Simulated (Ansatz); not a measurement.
```
CELL_PARAMETERS angstrom
     14.50000     0.00000     0.00000
      0.00000    14.50000     0.00000
      0.00000     0.00000     5.89039
ATOMIC_POSITIONS crystal
  Si 0.50000 0.50000 0.00000
  Si 0.50000 0.50000 0.50000
  Se 0.62141 0.50000 0.25000
  Se 0.37859 0.50000 0.25000
  Se 0.50000 0.62141 0.75000
  Se 0.50000 0.37859 0.75000
```

Method: PBE+D3(BJ) (plane waves to 420 eV, PAW; Ansatz, a first-principles code). Mesh 1×1×50. No spin polarisation, so a magnetic state wasn't tested. Isolated but for its images some 11 Å away. A hypothetical model. It keeps the symmetry and period of its start, so it need not be a minimum against all distortions. Pairing along the axis, which can open a gap, is among the distortions not tried. Values not marked SOC lack spin–orbit coupling.

Question: Tabulate the two highest filled and two lowest empty levels along the axis, from the valence top.

Answer: 
```
k (2π/c)  v2 (eV)  v1 (eV)  c1 (eV)  c2 (eV)
--------  -------  -------  -------  -------
0.000       -1.24     0.00     2.89     3.60
0.042       -1.23    -0.01     2.88     3.60
0.083       -1.21    -0.03     2.84     3.61
0.125       -1.17    -0.07     2.79     3.59
0.167       -1.11    -0.13     2.73     3.54
0.208       -1.04    -0.19     2.67     3.45
0.250       -0.95    -0.27     2.61     3.31
0.292       -0.86    -0.35     2.56     3.16
0.333       -0.77    -0.44     2.53     3.01
0.375       -0.68    -0.53     2.51     2.87
0.417       -0.62    -0.62     2.52     2.75
0.458       -0.58    -0.58     2.54     2.66
0.500       -0.56    -0.56     2.59     2.59
```
